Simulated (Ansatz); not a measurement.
Consider Hf in the hcp (Mg type) structure (space group P6_3/mmc, No. 194; a = 3.118 Å, c = 4.946 Å).

Computed with Ansatz (a quantum-chemistry and plane-wave program) LDA, without spin-orbit coupling.

Base values:

- Volume per atom = 20.82 Å³
- Band gap = zero

Now apply this change: cell and atoms relaxed at a pressure of 15 GPa.

Problem. What happens to the volume per atom?

Solution. The volume per atom shrinks by 2.07 Å³, from 20.82 Å³ to 18.75 Å³.

Problem. Estimate the effect on the band gap.

Solution. The band gap remains zero.

Load acts through the strain it causes; cell and atoms are relaxed under it. Whether these cells are dynamically stable was not tested. No other phases were tried under pressure. The final runs are not spin-polarised.
